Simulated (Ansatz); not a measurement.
The starting structures come from a database of crystals and need not be the phases stable at ambient conditions.

 Where the default PAW files enter, the runs use the earlier of Ansatz's two default sets.

By PBEsol, the system below comes out a metal.

Here is the system:

```yaml
crystal:
  lattice:
    - [4.81260, 0.00000, 0.00000]
    - [0.00000, 5.11783, 0.00000]
    - [0.00000, 0.00000, 4.91082]
  atoms:
    - { symbol: In, position: [0.50000, 0.00000, 0.50000] }
    - { symbol: In, position: [0.00000, 0.00000, 0.00000] }
    - { symbol: Bi, position: [0.00000, 0.63999, 0.50000] }
    - { symbol: Bi, position: [0.50000, 0.36001, 0.00000] }
```

Space group of this cell: Pmmn. The cell is strained (lengths across the current scaled by 0.98, ions clamped).

The current flows along the normal of the first two printed cell vectors. No spin-orbit coupling; the value is a mean over 0.1 eV about the Fermi level.

### Question
Compute, with PBEsol in Ansatz (a program for electronic structure), the ballistic conductance per area.

### Answer
0.25 × 10¹⁵ S/m² for both spins.
